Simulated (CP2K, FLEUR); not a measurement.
A FLEUR input for a self-consistent single point of AuBr (I4_1/amd, 8 atoms in the cell) (DFT, LDA (Perdew-Zunger), all-electron FLAPW (FLEUR), scalar-relativistic valence):

Input of the input generator:

```
AuBr crystal
&input film=f /
-6.7740256499 6.7740256499 8.6623817231
6.7740256499 -6.7740256499 8.6623817231
6.7740256499 6.7740256499 -8.6623817231
1.0
1.0 1.0 1.0

8
79 0.8750000000 0.6250000000 0.7500000000
79 0.3750000000 0.1250000000 0.2500000000
79 0.8750000000 0.1250000000 0.2500000000
79 0.8750000000 0.1250000000 0.7500000000
35 0.4473300000 0.9473300000 0.5000000000
35 0.6973300000 0.6973300000 0.0000000000
35 0.3026700000 0.3026700000 0.0000000000
35 0.0526700000 0.5526700000 0.5000000000

&comp jspins=1 /
&exco xctyp='pz' /
&kpt div1=3 div2=3 div3=3 /
&end /
```

```xml
<?xml version="1.0" encoding="UTF-8" standalone="no"?>
<fleurInput fleurInputVersion="0.39">
   <comment>
      AuBr crystal                                                                                        
   </comment>
   <calculationSetup>
      <cutoffs Kmax="3.8" Gmax="15.2" GmaxXC="15.2" numbands="0"/>
      <scfLoop itmax="60" minDistance="0.00001" maxIterBroyd="40" imix="Anderson" alpha="0.05" precondParam="0.0" spinf="2.0"/>
      <coreElectrons ctail="T" frcor="F" kcrel="0" coretail_lmax="0"/>
      <xcFunctional name="pz" relativisticCorrections="F"/>
      <magnetism jspins="1"/>
      <soc l_soc="F" theta="0.0" phi="0.0" spav="F"/>
      <expertModes spex="0" secvar="F"/>
      <geometryOptimization l_f="T" forcealpha="1.0" forcemix="BFGS" epsdisp="0.00001" epsforce="0.00001"/>
      <ldaU l_linMix="F" mixParam="0.05" spinf="1.0"/>
   </calculationSetup>
   <cell>
      <bzIntegration valenceElectrons="96.0" mode="hist" fermiSmearingEnergy="0.0001">
         <kPointListSelection listName="default-1"/>
         <!-- k-points included here -->
         <xi:include xmlns:xi="http://www.w3.org/2001/XInclude" href="kpts.xml"> </xi:include>
      </bzIntegration>
      <!-- symmetry operations included here -->
      <xi:include xmlns:xi="http://www.w3.org/2001/XInclude" href="sym.xml"> </xi:include>
      <bulkLattice scale="1.0">
         <bravaisMatrix>
            <row-1>   -6.7740256498999996     6.7740256498999996     8.6623817230999993</row-1>
            <row-2>    6.7740256498999996    -6.7740256498999996     8.6623817230999993</row-2>
            <row-3>    6.7740256498999996     6.7740256498999996    -8.6623817230999993</row-3>
         </bravaisMatrix>
      </bulkLattice>
   </cell>
   <atomSpecies>
      <species name="Gold (Au)" element="Au" atomicNumber="79">
         <mtSphere radius="2.14" gridPoints="737" logIncrement="0.018"/>
         <atomicCutoffs lmax="8" lnonsphr="6"/>
         <electronConfig flipSpins="F">
            <coreConfig>(1s1/2) (2s1/2) (2p1/2) (2p3/2) (3s1/2) (3p1/2) (3p3/2) (4s1/2) (3d3/2) (3d5/2) (4p1/2) (4p3/2) (5s1/2) (4d3/2) (4d5/2) (4f5/2) (4f7/2)</coreConfig>
            <valenceConfig>(5p1/2) (5p3/2) (6s1/2) (5d3/2) (5d5/2)</valenceConfig>
            <stateOccupation state="(6s1/2)" spinUp="0.5" spinDown="0.5"/>
         </electronConfig>
         <energyParameters s="6" p="6" d="5" f="5"/>
         <lo type="SCLO" l="1" n="5" eDeriv="0"/>
         <lo type="HELO" l="2" n="6" eDeriv="0"/>
      </species>
      <species name="Bromine (Br)" element="Br" atomicNumber="35">
         <mtSphere radius="2.14" gridPoints="737" logIncrement="0.017"/>
         <atomicCutoffs lmax="8" lnonsphr="6"/>
         <electronConfig flipSpins="F">
            <coreConfig>(1s1/2) (2s1/2) (2p1/2) (2p3/2) (3s1/2) (3p1/2) (3p3/2) (3d3/2) (3d5/2)</coreConfig>
            <valenceConfig>(4s1/2) (4p1/2) (4p3/2)</valenceConfig>
            <stateOccupation state="(4p1/2)" spinUp="0.8333333333333" spinDown="0.8333333333333"/>
            <stateOccupation state="(4p3/2)" spinUp="1.6666666666667" spinDown="1.6666666666667"/>
         </electronConfig>
         <energyParameters s="4" p="4" d="4" f="4"/>
      </species>
   </atomSpecies>
   <atomGroups>
      <atomGroup species="Gold (Au)">
         <relPos label="                   1">.0000000000 1.000/2.000 1.000/2.000</relPos>
         <relPos label="                   2">1.000/2.000 .0000000000 .0000000000</relPos>
         <relPos label="                   3">.0000000000 .0000000000 .0000000000</relPos>
         <relPos label="                   4">.0000000000 .0000000000 1.000/2.000</relPos>
         <force calculate="T" relaxXYZ="TTT"/>
      </atomGroup>
      <atomGroup species="Bromine (Br)">
         <relPos label="                   5">-.4276700000 -.1776700000 1.000/4.000</relPos>
         <relPos label="                   6">-.1776700000 -.4276700000 -1.000/4.000</relPos>
         <relPos label="                   7">.4276700000 .1776700000 -1.000/4.000</relPos>
         <relPos label="                   8">.1776700000 .4276700000 1.000/4.000</relPos>
         <force calculate="T" relaxXYZ="TTT"/>
      </atomGroup>
   </atomGroups>
   <output dos="F" band="F" slice="F">
      <checks vchk="F" cdinf="F"/>
      <bandDOS minEnergy="-.5*Htr" maxEnergy="0.5*Htr" sigma="0.015" storeEVData="T"/>
      <vacuumDOS vacdos="F" integ="F" star="F" nstars="0" locx1="0.0" locy1="0.0" locx2="0.0" locy2="0.0" nstm="0" tworkf="0.0"/>
      <unfoldingBand unfoldBand="F" supercellX="1" supercellY="1" supercellZ="1"/>
      <plotting iplot="0" polar="F">
         <plot TwoD="T" vec1="  1.0  0.0  0.0" vec2="  0.0  1.0  0.0" vec3="  0.0  0.0  1.0" zero="  0.0  0.0  0.0" file="plot"/>
      </plotting>
      <chargeDensitySlicing numkpt="0" minEigenval="0.0" maxEigenval="0.0" nnne="0" pallst="F"/>
      <specialOutput eonly="F"/>
      <magneticCircularDichroism mcd="F" energyLo="-10.0" energyUp="0.0"/>
   </output>
  <!-- We include the file relax.xml here to enable relaxations (see documentation) -->
  <xi:include xmlns:xi="http://www.w3.org/2001/XInclude" href="relax.xml"> <xi:fallback/> </xi:include>
</fleurInput>
```

Translate this input to CP2K.

One input that does it (others would too):

```
&GLOBAL
  PROJECT scf
  RUN_TYPE ENERGY_FORCE
  PRINT_LEVEL MEDIUM
&END GLOBAL
&FORCE_EVAL
  METHOD Quickstep
  STRESS_TENSOR ANALYTICAL
  &DFT
    BASIS_SET_FILE_NAME BASIS_MOLOPT
    POTENTIAL_FILE_NAME GTH_POTENTIALS
    &QS
      METHOD GPW
      EPS_DEFAULT 1E-11
    &END QS
    &MGRID
      CUTOFF 500
      REL_CUTOFF 50
      NGRIDS 5
    &END MGRID
    &SCF
      SCF_GUESS ATOMIC
      EPS_SCF 1E-6
      MAX_SCF 100
      ADDED_MOS 12
      &DIAGONALIZATION
        ALGORITHM STANDARD
      &END DIAGONALIZATION
      &MIXING
        METHOD BROYDEN_MIXING
        ALPHA 0.3
        NBUFFER 12
        BETA 1
      &END MIXING
    &END SCF
    &KPOINTS
      SCHEME MONKHORST-PACK 3 3 3
    &END KPOINTS
    &XC
      &XC_FUNCTIONAL PADE
      &END XC_FUNCTIONAL
    &END XC
    &PRINT
      &MO
        EIGENVALUES T
        OCCUPATION_NUMBERS T
        NDIGITS 8
        FILENAME mo
        &EACH
          QS_SCF 0
        &END EACH
        ADD_LAST NUMERIC
      &END MO
      &MULLIKEN ON
      &END MULLIKEN
    &END PRINT
  &END DFT
  &SUBSYS
    &CELL
      A 6.83462000 0.00000000 0.00000000
      B -0.68579000 6.80012700 0.00000000
      C -3.07441500 -3.40006300 5.06947500
      PERIODIC XYZ
    &END CELL
    &COORD
      SCALED
      Au       0.87500000     0.62500000     0.75000000
      Au       0.37500000     0.12500000     0.25000000
      Au       0.87500000     0.12500000     0.25000000
      Au       0.87500000     0.12500000     0.75000000
      Br       0.44733000     0.94733000     0.50000000
      Br       0.69733000     0.69733000     0.00000000
      Br       0.30267000     0.30267000     0.00000000
      Br       0.05267000     0.55267000     0.50000000
    &END COORD
    &KIND Au
      BASIS_SET DZVP-MOLOPT-SR-GTH-q11
      POTENTIAL GTH-PADE-q11
    &END KIND
    &KIND Br
      BASIS_SET DZVP-MOLOPT-SR-GTH-q7
      POTENTIAL GTH-PADE-q7
    &END KIND
  &END SUBSYS
  &PRINT
    &FORCES ON
    &END FORCES
    &STRESS_TENSOR ON
    &END STRESS_TENSOR
  &END PRINT
&END FORCE_EVAL
```

Basis, cutoffs, solver keys and any potentials are the target program's own. This input uses DFT LDA (Pade form), GPW, DZVP-MOLOPT-SR-GTH basis, GTH-PADE potentials (GTH_POTENTIALS). LDA parametrisations can differ slightly between programs.

The starting cell comes from a database of computed structures (which also holds hypothetical and non-ambient phases and stackings), without a prior relaxation at this level.
